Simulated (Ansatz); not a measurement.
The reference is TaN in the rock salt structure (space group Fm-3m, No. 225).

TaN is taken in the cubic space group Fm-3m (No. 225), the rock salt structure, Pearson symbol cF8. Conventional cell: a = 4.396 Å, b = 4.396 Å, c = 4.396 Å, α = 90.00°, β = 90.00°, γ = 90.00°. N on 4a is coordinated by 6 Ta at 2.198 Å (octahedral). Ta on 4b is surrounded by 6 N at 2.198 Å (octahedral). (Neighbours: up to the widest gap in distance over summed covalent radii, below 1.35, at either atom; cation-cation and far metal-metal contacts left out.)
(The calculation used a cell of 2 atoms; values per cell refer to that cell.)

Computed with plane-wave PAW DFT at the r2SCAN level (Ansatz, a first-principles code, 500 eV), no spin-orbit coupling.

Base values:

| Quantity | Value |
|---|---|
| Lattice parameter a | 439.6 pm |
| Band gap | zero |

It is then changed as follows: a hydrostatic pressure of 7.5 GPa.

What happens to the lattice parameter a and band gap?

The lattice parameter a drops by 3.0 pm, from 439.6 pm to 436.6 pm; the band gap is still zero.

Load acts through the strain it causes; cell and atoms are relaxed under it. Whether these cells are dynamically stable was not tested. Competing high-pressure phases were not computed. All final runs are without spin polarisation. This is not the structure that TaN has at room temperature and ambient pressure.
